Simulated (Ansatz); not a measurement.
Seebeck coefficient (μV/K, mean over directions) of p-type SrO (Fm-3m) against carrier density, PBE, rigid bands in Ansatz (a quantum-chemistry and plane-wave program). Computed gap 3.31 eV; densities at which minority carriers matter at this gap, or further valleys turn the trend, are left out. Conductivity mass 1.36 mₑ (harmonic mean over directions), N_v = 2.7e20 cm⁻³ at 300 K.

```json
[
 {"hole density": "1e16 cm⁻³", "300 K": "1128", "500 K": "(withheld)"},
 {"hole density": "1e17 cm⁻³", "300 K": "930", "500 K": "1030"},
 {"hole density": "1e18 cm⁻³", "300 K": "732", "500 K": "832"},
 {"hole density": "3e18 cm⁻³", "300 K": "637", "500 K": "(withheld)"},
 {"hole density": "1e19 cm⁻³", "300 K": "534", "500 K": "634"},
 {"hole density": "3e19 cm⁻³", "300 K": "440", "500 K": "539"},
 {"hole density": "1e20 cm⁻³", "300 K": "341", "500 K": "437"},
 {"hole density": "3e20 cm⁻³", "300 K": "258", "500 K": "345"},
 {"hole density": "1e21 cm⁻³", "300 K": "(withheld)", "500 K": "251"}
]
```

**Question.** What belongs in the gaps?

**Answer.** 
- 1e16 cm⁻³, 500 K: 1229
- 3e18 cm⁻³, 500 K: 737
- 1e21 cm⁻³, 300 K: 182

Rigid bands with a gap fixed in temperature, one relaxation time for all states, no polarons or phonon drag, and whether or not such doping can be reached. Spin-orbit coupling is left out; where it splits the top of the valence band, N_v and the p-type Seebeck coefficient come out somewhat high without it. Geometry: cell and atoms relaxed with PBEsol.
